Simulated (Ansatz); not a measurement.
We consider B20 (FeSi-type) CoSi, described by r²SCAN-D4 in Ansatz (PAW).

Numerical settings: plane-wave cutoff 560 eV, 12×12×12 k mesh, Fermi–Dirac smearing 0.05 eV, no spin polarisation, scalar-relativistic PAW data made under PBE.

Cell (relaxed at this level):

```cif
data_Co4Si4
_chemical_formula_sum 'Co4 Si4'
_space_group_name_H-M_alt 'P 1'
_space_group_IT_number 1
_cell_length_a 4.36960
_cell_length_b 4.36960
_cell_length_c 4.36960
_cell_angle_alpha 90.000
_cell_angle_beta 90.000
_cell_angle_gamma 90.000
loop_
_space_group_symop_operation_xyz
  'x, y, z'
loop_
_atom_site_label
_atom_site_type_symbol
_atom_site_fract_x
_atom_site_fract_y
_atom_site_fract_z
_atom_site_occupancy
Co1 Co 0.85401 0.64599 0.35401 1
Co2 Co 0.35401 0.85401 0.64599 1
Co3 Co 0.14599 0.14599 0.14599 1
Co4 Co 0.64599 0.35401 0.85401 1
Si1 Si 0.15629 0.34371 0.65629 1
Si2 Si 0.65629 0.15629 0.34371 1
Si3 Si 0.84371 0.84371 0.84371 1
Si4 Si 0.34371 0.65629 0.15629 1
```

### Question
Give the computed bulk modulus and pressure derivative B′ of the bulk modulus.

### Answer

bulk modulus: 252 GPa
pressure derivative B′ of the bulk modulus: 4.8

The run finds no gap.

Measured, for comparison: bulk modulus 207 GPa (temperature not stated, not corrected to a static lattice; as tabulated in Electronic Structure of B20 (FeSi-Type) Transition-Metal Monosilicides …). Computed (rounded) less measured: bulk modulus +22 %.

Note: the bulk modulus comes from volumes at which shape and atoms were relaxed.

Static lattice: no zero-point or thermal effects.

Cost on a shared machine: about 20 core-minutes (a rough figure).

Ansatz is a program for electronic structure.
